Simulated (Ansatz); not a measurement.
Take Na in the bcc (W type) structure (space group Im-3m, No. 229) as the base.

Space group Im-3m (No. 229); a = b = c = 4.1707 Å, α = β = γ = 90.00°

| atom | site | symmetry | x | y | z |
|---|---|---|---|---|---|
| Na | 2a | m-3m | 0.0000 | 0.0000 | 0.0000 |
(The calculation used a cell of 1 atom; values per cell refer to that cell.)

All numbers come from PBEsol (Ansatz, a quantum-chemistry and plane-wave program), no spin-orbit coupling.

Base values:

The lattice parameter a is 4.171 Å.

One thing is altered: a hydrostatic pressure of 2.1 GPa.

### Question
What does the calculation give for the lattice parameter a after the change?

### Answer
The lattice parameter a drops by 0.2534 Å (4.171 Å → 3.917 Å).

Load acts through the strain it causes; cell and atoms are relaxed under it. Stability against distortions was not tested.
